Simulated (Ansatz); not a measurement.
BaTe (Pm-3m, No. 221, 2 atoms in the cell; start mp-2600; a measured phase of this formula has another space group) was calculated with PBE0 (plane waves, PAW; Ansatz, an electronic-structure program).

Run with plane-wave cutoff 460 eV, 6×6×6 k mesh, Fermi–Dirac smearing 0.01 eV, scalar-relativistic PAW data made under PBE.

Cell (relaxed with PBEsol):

```xyz
2
Lattice="4.1612 0.0000 0.0000 0.0000 4.1612 0.0000 0.0000 0.0000 4.1612" Properties=species:S:1:pos:R:3 pbc="T T T"
Ba     0.0000     0.0000     0.0000
Te     2.0806     2.0806     2.0806
```

### Question
Estimate the band gap, smallest direct gap on the k points sampled and Γ–Γ gap that the calculation returns.

### Answer

* **band gap**: 1.99 eV (on the SCF k mesh)
* **smallest direct gap on the k points sampled**: 2.33 eV
* **Γ–Γ gap**: 2.40 eV

Note: cell and atoms aren't relaxed at this level (pressure 1.8 GPa).

Spin–orbit coupling is not included; with these elements it can move the gap by several tenths of an eV or more.

Computed values are for the static lattice.

The result took very roughly 2.1 core-minutes.

A start named mp-… is a Materials Project structure, which need not be a measured phase.
